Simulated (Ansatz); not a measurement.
Amorphous cells of 7 compositions: the gap between the highest filled and lowest empty level at the zone centre, by PBE and by a single point of r2SCAN on the same geometry (PBE, scalar-relativistic without spin-orbit coupling (plane waves to 420 eV, PAW; Ansatz, a program for electronic structure); r2SCAN at 500 eV). The networks come from melt-quench runs on the CHGNet potential at compositions and starting densities chosen by hand, with anions pushed apart in the CHGNet dynamics, and DFT then relaxed them. The cells are small and were quenched far faster than real films, so single cells scatter. Defect or tail levels can set these gaps. The rows are the first to finish with both values and no moments.

```
cell                            PBE gap x (eV)  r2SCAN gap y (eV)
------------------------------  --------------  -----------------
A (Si20O32C6H16, 1.80 g/cm3)              0.85               1.08
B (In9Ga9Zn9O36H4, 5.76 g/cm3)            1.41               1.58
C (Si24O45N2, 2.20 g/cm3)                 1.64               2.13
D (Hf18O36C, 9.65 g/cm3)                  2.14               2.42
E (Ti20O39Cl2, 3.50 g/cm3)                2.53               2.86
F (Hf18O38Si, 8.46 g/cm3)                 4.12           withheld
G (Si24O51Y2, 2.28 g/cm3)                 4.51               5.17
```

### Question
Fit a straight line through the 6 full rows and predict the withheld value for F (Hf18O38Si, 8.46 g/cm3).

### Answer
Means: x = 2.180, y = 2.540. Slope = Σ(Δx Δy) / Σ(Δx²) = 9.147 / 8.206 = 1.11; the r.m.s. residual is 0.099. Prediction: 2.540 + 1.11 × (4.12 − 2.180) = 4.70. The run gave 4.62, 0.08 below the line.
